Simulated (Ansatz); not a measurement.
BeTe (model structure, started from the NiAs type, P6₃/mmc, No. 194, 4 atoms in the cell) was calculated with r²SCAN+SOC (PAW; Ansatz, a first-principles code).

Output (set-up and result lines):

```
Crystal: 4 atoms, lattice volume = 74.819 Å³
Basis set: ecut = 560 eV, 2273 PW (Γ), exchange–correlation on 90×90×144 points (27 copies of the dense FFT grid, shifted against one another)
Bands: 44, of which v1, the nominal top of the filled ones, is band 36 counted from 1 (35 counted from 0)
Symmetry: 24 space group operations + 24 with time reversal
k-points: 222 of 3240
Initial density: superposition of atomic densities (chi_scale 0.1, normalization cell, long waves kept (reshape's long-wave potential 0.00 eV rms))
Functional: x = r2scan, c = r2scan; τ floored in thin density (d = 2e-4 eV/Å³)
spin=Noncollinear: Kerker preconditioning applied to the charge; magnetization (m_x, m_y, m_z) channels mix plain (no charge-response kernel on spin).
SCF 1 converged in 9 iterations: F = -14153.081153 eV  dr2 = 2.97e-10
SCF converged after 9 iterations
Free energy (F): -14153.081153 eV
Internal energy: -14153.077382 eV  (E = F + TS)
E sigma→0 (E₀):  -14153.079268 eV
Fermi energy:    10.454210 eV
--- Stress (GPa, compression-positive) ---
        2.735715       0.000000       0.000000
       -0.000000       2.735715       0.000000
        0.000000       0.000000       2.803190
  P = ⅓ Tr σ = 2.7582 GPa (27.582 kbar)
```

Problem. Write an input file that could have produced this run (the log leaves some choices open).

Solution. Several could match; the one computed here: 
Ansatz 0.2 input:
```yaml
crystal:
  lattice:
    - [3.8106635269, -0.0000002879, 0.0]
    - [-1.9053315141, 3.3001315635, 0.0]
    - [0.0, 0.0, 5.9495175725]
  atoms:
    - { symbol: Be, position: [0.0, 0.0, 0.0] }
    - { symbol: Be, position: [0.0, 0.0, 0.5] }
    - { symbol: Te, position: [0.3333333333, 0.6666666667, 0.25] }
    - { symbol: Te, position: [0.6666666667, 0.3333333333, 0.75] }
basis:
  ecutwfc: 560
  ecutrho_ratio: 4
  xc_grid: 3
kpoints:
  mp_grid: { grid: [18, 18, 10] }
hamiltonian:
  xc: r2scan
  dispersion: none
  pseudopotentials: { kind: paw }
scf:
  occupations: { method: fermi_dirac, width: 0.05 }
  convergence: { dr2_threshold: 0.0000000004 }
output:
  forces: true
  stress: true
  eigenvalues: true
magnetization:
  noncollinear: true
  spin_orbit: true
```

The PAW data were made under PBE.

Note: the relaxation could raise the start's symmetry but not lower it, so the cell can be a saddle point. Note: cell and atoms aren't relaxed at this level (pressure 2.8 GPa).

A model structure was made by putting elements into a prototype or built by hand; it is no filed structure, need not be a known phase, and can be a saddle point held by its symmetry.
